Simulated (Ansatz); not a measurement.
**Hypothetical P4_2/mnm GaN: pressure series**

Base system: GaN (space group P4_2/mnm, No. 136; a = 5.4704 Å, c = 3.1829 Å; a hypothetical phase, not in the database extracts checked).

Cell and atoms are relaxed at each pressure.

Computed with Ansatz (a first-principles code) PBEsol, no SOC.

```
case              width of the top valence band  shortest interatomic distance
----------------  -----------------------------  -----------------------------
base                                    1.95 eV                        1.917 Å
pressure −2 GPa                         1.92 eV                        1.925 Å
pressure −1 GPa                         1.93 eV                        1.921 Å
pressure 0.3 GPa                        1.95 eV                        1.916 Å
pressure 0.7 GPa                        1.95 eV                        1.914 Å
pressure 1.5 GPa                        1.96 eV                     (withheld)
pressure 3 GPa                          1.98 eV                        1.906 Å
pressure 5 GPa                          2.01 eV                        1.900 Å
pressure 7.5 GPa                        2.04 eV                        1.892 Å
pressure 10 GPa                         2.06 eV                        1.884 Å
```

Task: What belongs in the blanks?

Result: 
- pressure 1.5 GPa, shortest interatomic distance: 1.912 Å

The levels and masses belong to the bands next to the band gap. Load acts through the strain it causes; cell and atoms are relaxed under it. Whether these cells are dynamically stable was not tested. Competing high-pressure phases were not computed.
